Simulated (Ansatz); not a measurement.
Consider K$_{3}$P (space group P6_3/mmc, No. 194; a = 5.675 Å, c = 10.034 Å).

Calculations: plane-wave PAW DFT at the r2SCAN level (Ansatz, a quantum-chemistry and plane-wave program, 500 eV), no SOC.

Base values:

```
Quantity                       Value
-------------------  ---------------
Lattice parameter a          5.675 Å
Smallest direct gap          0.71 eV
Gap character        indirect, M → Γ
Band gap                     0.61 eV
```

Now apply this change: cell and atoms relaxed at a pressure of 15 GPa.

Q: Estimate the effect on the lattice parameter a.

A: The lattice parameter a decreases by 0.693 Å, from 5.675 Å to 4.982 Å.

Q: What happens to the smallest direct gap?

A: The smallest direct gap rises by 0.719 eV (0.71 eV → 1.42 eV).

Q: Estimate the effect on the gap character.

A: The gap character is still indirect, M → Γ.

Q: How does this affect the band gap?

A: The band gap goes up by 0.49 eV, from 0.61 eV to 1.10 eV.

Load acts through the strain it causes; cell and atoms are relaxed under it. Whether these cells are dynamically stable was not tested. Competing high-pressure phases were not computed.
